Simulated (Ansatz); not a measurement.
C under a change: C → S

Consider C in the diamond structure (space group Fd-3m, No. 227; a = 3.5603 Å).

Modification: full substitution C → S; the structure is relaxed again.

Level of theory: plane-wave PAW DFT at the r2SCAN level (Ansatz, an electronic-structure program, 500 eV), no spin-orbit coupling. Settings: 14×14×14 k-points, 0.05 eV Fermi–Dirac smearing, for the changed cell.

```csv
quantity,base,changed,shift
volume per atom,5.64 Å³,23.87 Å³,+18.23 Å³
lattice parameter a,3.560 Å,5.758 Å,+2.198 Å
space group,Fd-3m (No. 227),Fd-3m (No. 227),–
shortest interatomic distance,1.542 Å,2.493 Å,+0.9518 Å
band gap,4.36 eV,zero,–
```

Whether these cells are dynamically stable was not tested. As relaxed here, S is a hypothetical phase, not in the database extracts checked.
